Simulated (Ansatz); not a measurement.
A (10,0) MgO nanotube has 40 atoms in a period of 5.683 Å, a mean diameter of 10.63 Å, and lies 21 meV/atom over the flat sheet relaxed at the same level.

All values below come from PBE (plane waves to 420 eV, PAW; Ansatz, an electronic-structure program). Mesh 1×1×6. No spin polarisation. Periodic along z alone, with about 11 Å of vacuum beside it. A hypothetical model, rolled from the flat sheet. Only distortions within the start's symmetry and period were free.

Which bending rigidity of the sheet does this imply in the thin-plate picture?

A plate bent to radius R stores D/(2R²) an area. The area an atom is π × 10.63 × 5.683/40 = 4.74 Å², so the stored energy is 0.021/4.74 = 0.0044 eV/Å². With R = 5.315 Å, D = 2R² × 0.0044 = 0.25 eV.
